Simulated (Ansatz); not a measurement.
Here is the system:

```yaml
crystal:
  lattice:
    - [3.14028, 0.00000, 0.00000]
    - [-1.57014, 2.71956, 0.00000]
    - [0.00000, 0.00000, 5.06630]
  atoms:
    - { symbol: Zn, position: [0.33333, 0.66667, 0.00148] }
    - { symbol: Zn, position: [0.66667, 0.33333, 0.50148] }
    - { symbol: O, position: [0.33333, 0.66667, 0.38052] }
    - { symbol: O, position: [0.66667, 0.33333, 0.88052] }
```

No spin polarisation.

Calculations: plane-wave PAW DFT at the PBE level (Ansatz, a first-principles code, 420 eV), no SOC. Settings: 12×12×6 k-points, 0.05 eV Fermi–Dirac smearing.

Predict the band gap and electron mass.

The band gap is 0.93 eV and the electron mass is 0.17 mₑ (at Γ).

Load acts through the strain it causes; cell and atoms are relaxed under it. Masses are band curvatures over ±0.01 Å⁻¹ around the edge. Stability against distortions was not tested. Measured, ZnO leaves this structure (for rock salt) near 9.1 GPa (temperature not stated; as listed in Datta, Sujoy, Jana, Debnarayan, arXiv (2020)), on rising pressure, with hysteresis. The cell was made from ZnO in the wurtzite structure (space group P6_3mc, No. 186) by this change: pressure 22.5 GPa.
